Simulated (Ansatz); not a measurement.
Defect: Y-vacancy pair (Y on one host Ti site, one Ti site vacant) in rock-salt TiN, neutral cell. These are PBE, PAW (plane waves to 420 eV; Ansatz, an electronic-structure program) values and carry that method's errors.

Cell of 64 host sites held at the relaxed PBE lattice; a 2×2×2 k-point mesh shifted by half a step; Fermi-Dirac width 0.10 eV, spin-restricted; finite-size errors left in. Static, classical nuclei. Forms of the defect that were not tried may lie lower.

Barriers: single points on a 4×4×4 k-point mesh shifted by half a step at the bands' geometries (they differ from the bands' own by up to 0.06 eV, and are uncertain by about as much).

Relaxed starting cell (atoms counted from 1):

```yaml
crystal:
  lattice:
    - [8.49380, 0.00000, 0.00000]
    - [0.00000, 8.49380, 0.00000]
    - [0.00000, 0.00000, 8.49380]
  atoms:
    - { symbol: Y, position: [0.99940, 0.00686, 0.00749] }
    - { symbol: Ti, position: [0.99946, 0.00969, 0.49827] }
    - { symbol: Ti, position: [0.99948, 0.49759, 0.01024] }
    - { symbol: Ti, position: [0.99938, 0.49213, 0.49282] }
    - { symbol: Ti, position: [0.49938, 0.00172, 0.00228] }
    - { symbol: Ti, position: [0.49929, 0.99951, 0.50007] }
    - { symbol: Ti, position: [0.49928, 0.49933, 0.00018] }
    - { symbol: Ti, position: [0.49937, 0.50049, 0.50112] }
    - { symbol: N, position: [0.26164, 0.00044, 0.00110] }
    - { symbol: N, position: [0.24940, 0.00040, 0.50105] }
    - { symbol: N, position: [0.24942, 0.50042, 0.00103] }
    - { symbol: N, position: [0.24969, 0.49960, 0.50025] }
    - { symbol: N, position: [0.73715, 0.00042, 0.00109] }
    - { symbol: N, position: [0.74932, 0.00038, 0.50106] }
    - { symbol: N, position: [0.74932, 0.50042, 0.00101] }
    - { symbol: N, position: [0.74906, 0.49960, 0.50025] }
    - { symbol: Ti, position: [0.99927, 0.25771, 0.74964] }
    - { symbol: Ti, position: [0.99928, 0.74893, 0.25829] }
    - { symbol: Ti, position: [0.99941, 0.74501, 0.74573] }
    - { symbol: Ti, position: [0.49946, 0.24996, 0.25044] }
    - { symbol: Ti, position: [0.49944, 0.25013, 0.75016] }
    - { symbol: Ti, position: [0.49945, 0.74938, 0.25083] }
    - { symbol: Ti, position: [0.49932, 0.75065, 0.75121] }
    - { symbol: N, position: [0.25302, 0.24990, 0.25057] }
    - { symbol: N, position: [0.24920, 0.25112, 0.74907] }
    - { symbol: N, position: [0.24920, 0.74845, 0.25176] }
    - { symbol: N, position: [0.24873, 0.75005, 0.75071] }
    - { symbol: N, position: [0.74584, 0.24989, 0.25057] }
    - { symbol: N, position: [0.74958, 0.25111, 0.74906] }
    - { symbol: N, position: [0.74958, 0.74844, 0.25175] }
    - { symbol: N, position: [0.75001, 0.75005, 0.75070] }
    - { symbol: Ti, position: [0.25040, 0.00501, 0.25694] }
    - { symbol: Ti, position: [0.25219, 0.00083, 0.74600] }
    - { symbol: Ti, position: [0.24272, 0.49302, 0.25121] }
    - { symbol: Ti, position: [0.24894, 0.50035, 0.74990] }
    - { symbol: Ti, position: [0.74836, 0.00504, 0.25693] }
    - { symbol: Ti, position: [0.74658, 0.00085, 0.74601] }
    - { symbol: Ti, position: [0.75603, 0.49298, 0.25122] }
    - { symbol: Ti, position: [0.74983, 0.50031, 0.74988] }
    - { symbol: N, position: [0.99941, 0.98883, 0.26644] }
    - { symbol: N, position: [0.99936, 0.00094, 0.74029] }
    - { symbol: N, position: [0.99941, 0.50348, 0.25105] }
    - { symbol: N, position: [0.99938, 0.50111, 0.74913] }
    - { symbol: N, position: [0.49938, 0.00061, 0.25120] }
    - { symbol: N, position: [0.49939, 0.00118, 0.75076] }
    - { symbol: N, position: [0.49939, 0.49957, 0.25141] }
    - { symbol: N, position: [0.49938, 0.49952, 0.74992] }
    - { symbol: Ti, position: [0.25051, 0.25625, 0.00573] }
    - { symbol: Ti, position: [0.24284, 0.25052, 0.49354] }
    - { symbol: Ti, position: [0.25225, 0.74540, 0.00148] }
    - { symbol: Ti, position: [0.24899, 0.74932, 0.50099] }
    - { symbol: Ti, position: [0.74825, 0.25624, 0.00577] }
    - { symbol: Ti, position: [0.75589, 0.25055, 0.49350] }
    - { symbol: Ti, position: [0.74653, 0.74540, 0.00149] }
    - { symbol: Ti, position: [0.74978, 0.74927, 0.50096] }
    - { symbol: N, position: [0.99941, 0.26579, 0.98945] }
    - { symbol: N, position: [0.99941, 0.25040, 0.50419] }
    - { symbol: N, position: [0.99936, 0.73964, 0.00157] }
    - { symbol: N, position: [0.99938, 0.74847, 0.50176] }
    - { symbol: N, position: [0.49938, 0.25055, 0.00124] }
    - { symbol: N, position: [0.49938, 0.25077, 0.50023] }
    - { symbol: N, position: [0.49939, 0.75010, 0.00180] }
    - { symbol: N, position: [0.49938, 0.74926, 0.50016] }
```

End state 1 differs by these moves (Å; atoms that move under 0.08 Å are left out):

| atom | element | Δx | Δy | Δz |
|---|---|---|---|---|
| 1 | Y | 0.00 | 2.00 | 2.00 |
| 2 | Ti | 0.00 | -0.15 | 0.03 |
| 3 | Ti | 0.00 | 0.03 | -0.15 |
| 4 | Ti | 0.00 | 0.11 | 0.11 |
| 17 | Ti | 0.00 | -0.15 | 0.03 |
| 18 | Ti | 0.00 | 0.03 | -0.15 |
| 19 | Ti | 0.00 | 0.11 | 0.11 |
| 32 | Ti | 0.00 | -0.10 | -0.10 |
| 33 | Ti | -0.08 | -0.01 | 0.10 |
| 34 | Ti | 0.08 | 0.10 | -0.01 |
| 36 | Ti | 0.00 | -0.10 | -0.10 |
| 37 | Ti | 0.08 | -0.01 | 0.10 |
| 38 | Ti | -0.08 | 0.10 | -0.01 |
| 48 | Ti | 0.00 | -0.10 | -0.10 |
| 49 | Ti | 0.08 | -0.01 | 0.10 |
| 50 | Ti | -0.08 | 0.10 | -0.01 |
| 52 | Ti | 0.00 | -0.10 | -0.10 |
| 53 | Ti | -0.08 | -0.01 | 0.10 |
| 54 | Ti | 0.08 | 0.10 | -0.01 |

Problem. What forward and backward barriers to end state 1 does PBE, PAW give?

Solution. forward 3.47 eV, backward 3.47 eV; at the saddle point atom 1 has neighbours 2 N at 2.03, 4 N at 2.54 Å. The saddle point's order was not checked, and it lies on a symmetry element of the cell, where a band can be held.
